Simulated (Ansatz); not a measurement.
Functionals compared on a constructed model of the (0001) surface of hcp Ti, a pseudomorphic layer of Ru in the host's stacking (bottom of the slab: a bare face, its two planes held), in Ansatz (plane waves, PAW). The structure was relaxed with PBE; the other rows are single points on it. Cutoff 420 eV (500 eV for r2SCAN).

Slab: 7 atoms, 14.3 Å thick at the start; k 15x15x1, smearing 0.1 eV, dipole-corrected; 2 atoms held, the rest relaxed; held to the start's symmetry, so lower structures may exist; no spin, no spin-orbit, no U. In PBE it lies 0.03 eV a 1x1 cell over the lowest computed structure of the same composition (a pseudomorphic layer of Ru in the other hollow). These notes are the PBE run's.

```
functional  work function of the top face (eV)  rough cost of the single point
----------  ----------------------------------  ------------------------------
PBE                                       4.31                               –
RPBE                                      4.13  around 21 core-seconds (rough)
r2SCAN                                     [?]         roughly 40 core-seconds
```

Question: Fill in the missing entries.

Answer: 
- r2SCAN, work function of the top face (eV): 4.21

Ansatz is a quantum-chemistry and plane-wave program.
